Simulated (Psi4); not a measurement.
Psi4 1.11, B3LYP/def2-svp: Mo(S)(Cl)2(OMe)2 (C[O][Mo](=[S])([Cl])([Cl])[O]C), 14 atoms. The geometry is a generated start, not checked to be a minimum at this level.

- task = energy
- method = b3lyp
- basis = def2-svp
- memory = 3 GB
- maxiter = 100
- keys of the molecule block = symmetry c1
- scf_type = df (default)
- e_convergence = 1e-06 (default)
- d_convergence = 1e-06 (default)
- dft_radial_points = 75 (default)
- dft_spherical_points = 302 (default)
- effective core potentials = those of the basis set, past Kr
- basis functions = 171
- grid points = 298554

```xyz
14

Mo    -1.0025     0.1398     0.2341
S     -1.4538    -1.7344     1.2470
Cl    -2.7254     0.1863    -1.2154
Cl    -2.2069     1.5752     1.4899
O      0.4168     0.6735     1.1074
C      1.4158     0.9946     1.9983
H      2.3932     0.7182     1.5813
H      1.4056     2.0748     2.2088
H      1.2478     0.4399     2.9319
O     -0.0390    -0.4241    -1.1401
C      0.1141    -1.0335    -2.3662
H     -0.8271    -0.9273    -2.9333
H      0.9381    -0.5804    -2.9321
H      0.3234    -2.1028    -2.2116
```

Charge 0 and multiplicity 1 are set for this test and not shown to be the ground state.

With the defaults (diis_max_vecs = 10, diis = true, scf_initial_accelerator = adiis, damping_percentage = 0, level_shift = 0, level_shift_cutoff = 0.01, guess = auto, which took SAD, soscf = false, diis_start = 1) it converges in 12 SCF iterations. One run each on 2 threads, with these changes:
- guess = sapgau
- diis_max_vecs = 20
- guess = modhuckel
- soscf = true
- level_shift = 0.1, level_shift_cutoff = 0.001
- diis = false, scf_initial_accelerator = none, damping_percentage = 60
- diis_start = 4
- diis_max_vecs = 3
- scf_initial_accelerator = ediis

Question: Which runs fail or end elsewhere than the default run?

Answer: No convergence: diis_max_vecs = 3; diis = false, scf_initial_accelerator = none, damping_percentage = 60 (the run ends without SCF convergence in 100 iterations). The rest reach the solution of the defaults.

```json
[
 {"setting": "soscf = true", "SCF iterations": "11", "JK calls": "47", "end": "same solution"},
 {"setting": "the defaults", "SCF iterations": "12", "JK calls": "13", "end": "same solution"},
 {"setting": "scf_initial_accelerator = ediis", "SCF iterations": "12", "JK calls": "13", "end": "same solution"},
 {"setting": "level_shift = 0.1, level_shift_cutoff = 0.001", "SCF iterations": "12", "JK calls": "13", "end": "same solution"},
 {"setting": "diis_max_vecs = 20", "SCF iterations": "12", "JK calls": "13", "end": "same solution"},
 {"setting": "guess = modhuckel", "SCF iterations": "14", "JK calls": "54", "end": "same solution"},
 {"setting": "guess = sapgau", "SCF iterations": "19", "JK calls": "19", "end": "same solution"},
 {"setting": "diis_start = 4", "SCF iterations": "23", "JK calls": "24", "end": "same solution"},
 {"setting": "diis_max_vecs = 3", "SCF iterations": "100", "JK calls": "101", "end": "no convergence"},
 {"setting": "diis = false, scf_initial_accelerator = none, damping_percentage = 60", "SCF iterations": "100", "JK calls": "101", "end": "no convergence"}
]
```

An SOSCF iteration holds several JK calls; a Hückel guess adds calls on atoms. 1 further run of the study ended by our limits or in an error and is left out.
